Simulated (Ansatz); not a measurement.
An Ansatz (a program for electronic structure) run: SnSe with a change (strain tensor (xx, yy, zz, yz, xz, xy) = (+2.96, +1.38, −1.66, −1.01, +0.49, −0.24) %); Kohn–Sham DFT with the r2SCAN+rVV10 functional, run in Ansatz with PAW and 500 eV plane waves, no spin-orbit coupling.

Input:

Ansatz 0.2 input:
```yaml
crystal:
  lattice:
    - [11.877254397, -0.0276859077, 0.0559486051]
    - [-0.0098902381, 4.1778014204, -0.0414153721]
    - [0.0222040834, -0.0460105233, 4.5021640399]
  atoms:
    - { symbol: Sn, position: [0.1179924858, 0.25, 0.116486527] }
    - { symbol: Sn, position: [0.3820075142, 0.75, 0.616486527] }
    - { symbol: Sn, position: [0.8820075142, 0.75, 0.883513473] }
    - { symbol: Sn, position: [0.6179924858, 0.25, 0.383513473] }
    - { symbol: Se, position: [0.8535243319, 0.25, 0.4853274099] }
    - { symbol: Se, position: [0.6464756681, 0.75, 0.9853274099] }
    - { symbol: Se, position: [0.1464756681, 0.75, 0.5146725901] }
    - { symbol: Se, position: [0.3535243319, 0.25, 0.0146725901] }
basis: { ecutwfc: 500, ecutrho_ratio: 4, xc_grid: 4, fft_grid_basis: typed }
kpoints: { mp_grid: { grid: [3, 8, 7] } }
hamiltonian:
  xc: r2scan
  dispersion: rvv10
  pseudopotentials: { kind: paw }
scf: { occupations: { method: fermi_dirac, width: 0.05 }, convergence: { dr2_threshold: 0.0000000008 } }
relax: { f_tol: 0.005, max_steps: 50 }
output: { forces: true, stress: true }
checkpoint: { write: state.ck, write_every: 1000 }
```

Output (explanatory and most iteration lines left out):

```
Relaxation: its limit of steps is 50 (relax.max_steps)
Pseudopotential: Sn, paw, valence charge 14
Pseudopotential: Se, paw, valence charge 16
Crystal: 8 atoms, lattice volume = 223.372 Å³
Basis set: ecut = 500 eV, 5685 PW (Γ), exchange–correlation on 360×128×144 points (64 copies of the dense FFT grid, shifted against one another)
Bands: 72, of which v1, the nominal top of the filled ones, is band 60 counted from 1 (59 counted from 0)
Symmetry: 2 space group operations
Space group: P-1 (ITA 2), of the structure as read, at distance tolerance 6.1e-5 Å
k-points: 85 of 168
Functional: x = r2scan, c = r2scan + rvv10(b = 11.95, C = 0.0093); τ floored in thin density (d = 2e-4 eV/Å³)
SCF iter   1: F=—  HF=-46057.698049 eV  |F-HF|=—  |Δ(HF+E_count)|=         —  Δρ=4.84e-3  dr2=5.20e-2  dr2_τ=1.30e-2  ethr=1.77e-3  ⟨swp⟩=6.6  Hψ=23126  notcnv=0  defer=35
SCF iter   2: F=—  HF=-46057.737784 eV  |F-HF|=—  |Δ(HF+E_count)|=   3.97e-2  Δρ=2.37e-3  dr2=1.16e-2  dr2_τ=3.94e-4  ethr=4.34e-5  ⟨swp⟩=2.2  Hψ=11497  notcnv=0  defer=358
SCF 1 converged in 10 iterations: F = -46057.741331 eV  dr2 = 5.93e-11
relax step   1: F+E_penalty+E_count = -46057.74133127 eV  Δ(F+E_penalty+E_count) = +0.000e0 eV  max|allowed force component| = 2.152e-1 eV/Å  Δτ_max = 0.0000 Å  (10 SCF iters, accepted)
Crystal: 8 atoms, lattice volume = 223.372 Å³
SCF iter   1: F=—  HF=-46056.925897 eV  |F-HF|=—  |Δ(HF+E_count)|=         —  Δρ=1.12e-2  dr2=2.58e-1  dr2_τ=9.03e-1  ethr=2.13e-4  ⟨swp⟩=1.5  Hψ=23174  notcnv=0  defer=170
SCF iter   2: F=—  HF=-46057.733370 eV  |F-HF|=—  |Δ(HF+E_count)|=   8.07e-1  Δρ=4.90e-3  dr2=4.35e-2  dr2_τ=1.53e-3  ethr=2.13e-4  ⟨swp⟩=3.2  Hψ=11394  notcnv=0  defer=170
SCF 2 converged in 11 iterations: F = -46057.739219 eV  dr2 = 7.09e-11
relax step   2: F+E_penalty+E_count = -46057.73921890 eV  Δ(F+E_penalty+E_count) = +2.112e-3 eV  max|allowed force component| = 2.013e-1 eV/Å  Δτ_max = 0.1574 Å  (11 SCF iters, rejected (line search))
Crystal: 8 atoms, lattice volume = 223.372 Å³
SCF iter   1: F=—  HF=-46057.288820 eV  |F-HF|=—  |Δ(HF+E_count)|=         —  Δρ=9.27e-3  dr2=1.64e-1  dr2_τ=7.40e-1  ethr=1.61e-3  ⟨swp⟩=5.1  Hψ=15825  notcnv=0  defer=283
SCF iter   2: F=—  HF=-46057.773239 eV  |F-HF|=—  |Δ(HF+E_count)|=   4.84e-1  Δρ=3.95e-3  dr2=2.17e-2  dr2_τ=1.07e-3  ethr=1.36e-4  ⟨swp⟩=3.0  Hψ=11790  notcnv=0  defer=353
SCF 3 converged in 11 iterations: F = -46057.781235 eV  dr2 = 3.30e-11
relax step   3: F+E_penalty+E_count = -46057.78123524 eV  Δ(F+E_penalty+E_count) = -3.990e-2 eV  max|allowed force component| = 6.772e-2 eV/Å  Δτ_max = 0.0595 Å  (11 SCF iters, accepted)
Crystal: 8 atoms, lattice volume = 223.372 Å³
SCF iter   1: F=—  HF=-46057.721636 eV  |F-HF|=—  |Δ(HF+E_count)|=         —  Δρ=2.10e-3  dr2=1.22e-2  dr2_τ=5.67e-2  ethr=7.09e-5  ⟨swp⟩=4.4  Hψ=14606  notcnv=0  defer=375
SCF iter   2: F=—  HF=-46057.785431 eV  |F-HF|=—  |Δ(HF+E_count)|=   6.38e-2  Δρ=8.56e-4  dr2=1.48e-3  dr2_τ=7.72e-5  ethr=1.02e-5  ⟨swp⟩=2.2  Hψ=11135  notcnv=0  defer=372
SCF 4 converged in 10 iterations: F = -46057.785780 eV  dr2 = 3.96e-11
relax step   4: F+E_penalty+E_count = -46057.78578025 eV  Δ(F+E_penalty+E_count) = -4.545e-3 eV  max|allowed force component| = 1.264e-2 eV/Å  Δτ_max = 0.0395 Å  (10 SCF iters, accepted)
Crystal: 8 atoms, lattice volume = 223.372 Å³
SCF iter   1: F=—  HF=-46057.780526 eV  |F-HF|=—  |Δ(HF+E_count)|=         —  Δρ=7.62e-4  dr2=1.63e-3  dr2_τ=5.23e-3  ethr=1.21e-5  ⟨swp⟩=4.5  Hψ=14500  notcnv=0  defer=365
SCF iter   2: F=—  HF=-46057.785892 eV  |F-HF|=—  |Δ(HF+E_count)|=   5.37e-3  Δρ=2.93e-4  dr2=1.57e-4  dr2_τ=8.62e-6  ethr=1.36e-6  ⟨swp⟩=2.0  Hψ=10705  notcnv=0  defer=361
SCF 5 converged in 9 iterations: F = -46057.785968 eV  dr2 = 1.84e-10
relax step   5: F+E_penalty+E_count = -46057.78596793 eV  Δ(F+E_penalty+E_count) = -1.877e-4 eV  max|allowed force component| = 4.621e-3 eV/Å  Δτ_max = 0.0106 Å  (9 SCF iters, accepted)
Crystal: 8 atoms, lattice volume = 223.372 Å³
SCF iter   1: F=—  HF=-46057.785968 eV  |F-HF|=—  |Δ(HF+E_count)|=         —  Δρ=2.48e-7  dr2=1.84e-10  dr2_τ=3.61e-12  ethr=1.00e-12  ⟨swp⟩=2.5  Hψ=21148  notcnv=0  defer=263
SCF iter   2: F=-46057.785968 eV  HF=-46057.785968 eV  |F-HF|=1.46e-11  |Δ(HF+E_count)|=  1.46e-11  Δρ=1.50e-7  dr2=5.29e-11  dr2_τ=1.10e-12  ethr=1.00e-12  ⟨swp⟩=4.0  Hψ=17969  notcnv=0
SCF 6 converged in 2 iterations: F = -46057.785968 eV  dr2 = 5.29e-11
SCF converged after 2 iterations
Free energy (F): -46057.785968 eV
Internal energy: -46057.785964 eV  (E = F + TS)
E sigma→0 (E₀):  -46057.785966 eV
Entropy (-TS):   -0.000004 eV (-0.001 meV/atom)
Fermi energy:    8.631621 eV
--- Forces (eV/Å), atoms counted from 1 ---
  atom   1  Sn    -0.00300817    -0.00058691    -0.00410372
  atom   2  Sn     0.00013680    -0.00068166    -0.00145576
  atom   3  Sn     0.00300817     0.00058691     0.00410372
  atom   4  Sn    -0.00013680     0.00068166     0.00145576
  atom   5  Se    -0.00316406    -0.00233939    -0.00295131
  atom   6  Se     0.00209962     0.00014359    -0.00461994
  atom   7  Se     0.00316406     0.00233939     0.00295131
  atom   8  Se    -0.00209962    -0.00014359     0.00461994
--- Stress (GPa, compression-positive) ---
       -1.253185       0.057142      -0.147018
        0.057142      -0.680008       0.707191
       -0.147018       0.707191      -0.188506
  P = ⅓ Tr σ = -0.7072 GPa (-7.072 kbar)
--- Relaxed structure (5 steps of the walk, 4 accepted, 0 SCFs on fresh bases) ---
  atoms:
    - { symbol: Sn, position: [0.12270533730783004, 0.247394364167916, 0.10896558013493672] }
    - { symbol: Sn, position: [0.3775376046797262, 0.750064386334797, 0.6048713928759993] }
    - { symbol: Sn, position: [0.8772946626921699, 0.7526056358320843, 0.8910344198650634] }
    - { symbol: Sn, position: [0.6224623953202739, 0.24993561366520328, 0.39512860712400055] }
    - { symbol: Se, position: [0.8513663814329608, 0.2441187444058797, 0.48586220608335723] }
    - { symbol: Se, position: [0.6483475359211384, 0.7421328378339465, 0.9888614329625094] }
    - { symbol: Se, position: [0.1486336185670392, 0.7558812555941203, 0.5141377939166427] }
    - { symbol: Se, position: [0.3516524640788618, 0.25786716216605376, 0.011138567037490615] }
```

No phonon test of stability was made. The cell was made from SnSe in the GeS type structure (space group Pnma, No. 62; layered, stacked along the Cartesian x axis) by this change: strain tensor (xx, yy, zz, yz, xz, xy) = (+2.96, +1.38, −1.66, −1.01, +0.49, −0.24) %.
